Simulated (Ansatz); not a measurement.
The structure below was relaxed with Ansatz (an electronic-structure program), PBE, PAW, cutoff 420 eV, spin-orbit coupling left out, earlier PAW set.

```xyz
5
Lattice="5.4459 0.0000 0.0000 0.0000 5.4459 0.0000 0.0000 0.0000 5.4459" Properties=species:S:1:pos:R:3 pbc="T T T"
Sr     0.0000     0.0000     0.0000
Ti     2.7230     2.7230     2.7230
Te     0.0000     2.7230     2.7230
Te     2.7230     2.7230     0.0000
Te     2.7230     0.0000     2.7230
```

Question: Find the space group and the Wyckoff positions.

Answer: Space group Pm-3m (No. 221); a = b = c = 5.4459 Å, α = β = γ = 90.00°

| atom | site | symmetry | x | y | z |
|---|---|---|---|---|---|
| Sr | 1a | m-3m | 0.0000 | 0.0000 | 0.0000 |
| Ti | 1b | m-3m | 0.5000 | 0.5000 | 0.5000 |
| Te | 3c | 4/mm.m | 0.0000 | 0.5000 | 0.5000 |

Question: Describe the coordination.

Answer: The crystal has 5 atoms in its conventional cell. Conventional cell: a = 5.446 Å, b = 5.446 Å, c = 5.446 Å, α = 90.00°, β = 90.00°, γ = 90.00°. Sr has 12 Te at 3.851 Å (cuboctahedral). Ti is coordinated by 6 Te at 2.723 Å (octahedral). Te is coordinated by 2 Ti at 2.723 Å and 4 Sr at 3.851 Å (octahedral). (Neighbours: up to the widest gap in distance over summed covalent radii, below 1.35, at either atom; cation-cation and far metal-metal contacts left out.)

Whether these cells are dynamically stable was not tested. All final runs are without spin polarisation. The cell was made from SrTiO3 by this change: O → Te; the result is a hypothetical phase, not in the database extracts checked. Many cubic perovskites are stable only at high temperature; tilts and polar distortions were not tested. SrTiTe3 has a high density of states at the Fermi level and may be magnetic at this level.
